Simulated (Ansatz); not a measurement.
## Ga$_{2}$O$_{3}$ in the corundum structure (space group R-3c, No. 167)

```
Ga2O3
1.0
    2.50016     1.44347     4.48289
   -2.50016     1.44347     4.48289
    0.00000    -2.88694     4.48289
Ga O
4 6
Direct
  0.35570   0.35570   0.35570
  0.14430   0.14430   0.14430
  0.64430   0.64430   0.64430
  0.85570   0.85570   0.85570
  0.55279   0.94721   0.25000
  0.25000   0.55279   0.94721
  0.94721   0.25000   0.55279
  0.44721   0.05279   0.75000
  0.75000   0.44721   0.05279
  0.05279   0.75000   0.44721
```

Level of theory: PBEsol (Ansatz, a quantum-chemistry and plane-wave program; PAW; 420 eV plane waves; scalar-relativistic without spin-orbit coupling). k-mesh 8×8×8 (Γ-centred); smearing 0.05 eV (Fermi–Dirac).

- Volume per atom: 9.71 Å³
- Density: 6.41 g/cm³
- Band gap: 2.70 eV, indirect, Γ–S₀ (50 % along) → Γ
- Electron mass: 0.22 mₑ
- Lowest conduction-band minima above the VBM: Γ 2.70 eV
- Total energy: -1834.176 eV/atom (σ→0; compares only within this code and set-up)

Effective masses come from finite differences of ±0.01 Å⁻¹. Whether these cells are dynamically stable was not tested.
